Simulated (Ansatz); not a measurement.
The starting structures come from a database of crystals and need not be the phases stable at ambient conditions.

Given:

```xyz
16
Lattice="7.0452 0.0000 0.0000 0.0000 7.0452 0.0000 3.5226 -3.5226 4.9817" Properties=species:S:1:pos:R:3 pbc="T T T"
Ca     5.1295     3.5226     1.1362
Ca     3.5226     1.6069     3.6271
Ca     1.9157     3.5226     1.1362
Ca     3.5226    -1.6069     3.6271
Ca     7.0452     1.6069     3.8455
Ca     5.1295     0.0000     1.3546
Ca     7.0452    -1.6069     3.8455
Ca     1.9157     0.0000     1.3546
H      7.0452     1.7613     1.2454
H      5.2839     3.5226     3.7363
H      7.0452     5.2839     1.2454
H      8.8065     3.5226     3.7363
N      3.5226     5.2839     1.2454
N      8.8065     0.0000     3.7363
N      3.5226     1.7613     1.2454
N      5.2839     0.0000     3.7363
```

Space group of this cell: Fd-3m. The cell was relaxed by PBE-D3(BJ); by r2SCAN its mean pressure is 1.6 GPa.

Transport runs along the normal of the first two printed cell vectors, the (001) plane of the conventional cell.

The gap is the functional's own. No spin-orbit coupling. Mid-gap values are interpolated on the energy grid.

Question: Compute, with r2SCAN (Ansatz, a quantum-chemistry and plane-wave program), the band gap and the smallest decay constant κ at mid-gap.

Answer: Gap 1.90 eV on a 6×6×6 mesh; κ = 0.320 1/Å, at (0.500, 0.000) of the in-plane reciprocal vectors. At the zone centre, at the nearest computed energy, the slowest state has κ = 0.41 1/Å.
